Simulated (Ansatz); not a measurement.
**ZrS2 under a change: pressure −1 GPa**

Take ZrS$_{2}$ in the CdI2 type structure (space group P-3m1, No. 164; a = 3.578 Å, c = 5.540 Å; layered, stacked along the Cartesian z axis) as the base.

Modification: a negative pressure, −1 GPa.

Method: Ansatz (a program for electronic structure) PBEsol-D3(BJ), no spin-orbit coupling. Settings: 11×11×6 k-points, 0.05 eV Fermi–Dirac smearing.

```tsv
quantity	base	changed	shift
volume per atom	20.48 Å³	20.99 Å³	+0.51 Å³
density	4.20 g/cm³	4.10 g/cm³	-0.10 g/cm³
lattice parameter a	6.762 bohr	6.796 bohr	+0.034 bohr
c/a ratio	1.548	1.563	+0.015
shortest interatomic distance	4.788 bohr	4.799 bohr	+0.011 bohr
enthalpy H = E + PV relative to the base's energy	–	-0.13 eV/atom	–
band gap	0.29 eV	0.43 eV	+0.14 eV
gap character	indirect, Γ → L	indirect, Γ → L	–
smallest direct gap	1.22 eV	1.30 eV	+0.08 eV
mean gap deformation potential ΔEg/Δln V	–	+5.6 eV	–
width of the top valence band	2.29 eV	2.21 eV	-0.08 eV
valence-band top at Γ (three highest levels, from the VBM)	0.00, -0.35, -0.35 eV	0.00, -0.28, -0.28 eV	–
```

Load acts through the strain it causes; cell and atoms are relaxed under it. Whether these cells are dynamically stable was not tested. A zero or small gap of ZrS2 can be the functional's error rather than a property of the material.
